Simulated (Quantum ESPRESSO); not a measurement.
Quantum ESPRESSO is run on SiP₂O₇ (P2_1/c, 40 atoms in the cell), and the run fails. The aim is a self-consistent single point with DFT, LDA (PZ), plane waves, GBRV 1.5 ultrasoft (LDA) pseudopotentials.

Cell that was meant: a = 4.7219 Å, b = 12.0229 Å, c = 8.9001 Å, α = 90.00°, β = 120.87°, γ = 90.00°.

Part of the input:

```fortran
O     0.262280000    0.109930000    0.437390000
K_POINTS automatic
4 2 2  0 0 0
```

Log, with long lists cut:

```
 %%%%%%%%%%%%%%%%%%%%%%%%%%%%%%%%%%%%%%%%%%%%%%%%%%%%%%%%%%%%%%%%%%%%%%%%%%%%%%
     Error in routine cell_base_init (1):
     ibrav=0: must read cell parameters
 %%%%%%%%%%%%%%%%%%%%%%%%%%%%%%%%%%%%%%%%%%%%%%%%%%%%%%%%%%%%%%%%%%%%%%%%%%%%%%

     stopping ...
```

Q: Read the log: what does the program object to, and what is the fix?

A: The fault is no cell vectors for a free lattice. A free lattice needs its vectors. To fix it, add the cell. The program stopped before any SCF iteration.

The sound input it was made from differs as follows (other fixes are possible):
```diff
+CELL_PARAMETERS alat
+   1.000000000     0.000000000     0.000000000
+   0.000000000     2.546211369     0.000000000
+  -0.966983136     0.000000000     1.617914648
```

With that input, the run converged in 13 iterations: free energy E − TS -14558.8211 eV; top of the valence band (on the code's own zero) 4.04 eV; gap on the k-point mesh 6.22 eV; pressure -0.23 GPa; largest force (vector length) 0.537 eV/Å (DFT, LDA (PZ), plane waves, GBRV 1.5 ultrasoft (LDA) pseudopotentials).

On the sound input: the starting cell comes from a database of computed structures (which also holds hypothetical and non-ambient phases and stackings), without a prior relaxation at this level.
